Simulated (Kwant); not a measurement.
Model system: wire with a side stub in a Ge (holes) two-dimensional gas. Effective mass 0.06 mₑ, grid spacing 3 nm, hard walls, nominal width 42 nm (13 grid rows, so walls 42 nm apart), one parabolic valley, scattering region 180 nm long along x; energies count from the band bottom; Fermi energy swept from 0.0013927 to 0.016538 eV. Closed stub on one side, 71 nm wide and 100 nm deep.

Constants are typed, rounded textbook-type inputs, not results; the design itself was drawn at random and stands for no fabricated device.

Kwant, effective-mass tight-binding model on a square grid, one spin, coherent transport at 0 K. Conductance is in e²/h.

**Question.** How many channels do the leads carry at E = 5.47 meV?

**Answer.** The hard-wall thresholds are n² ħ²π²/(2mW²) = n² × 3.55 meV with W = 42 nm. √(5.47/3.55) = 1.24, so 1.
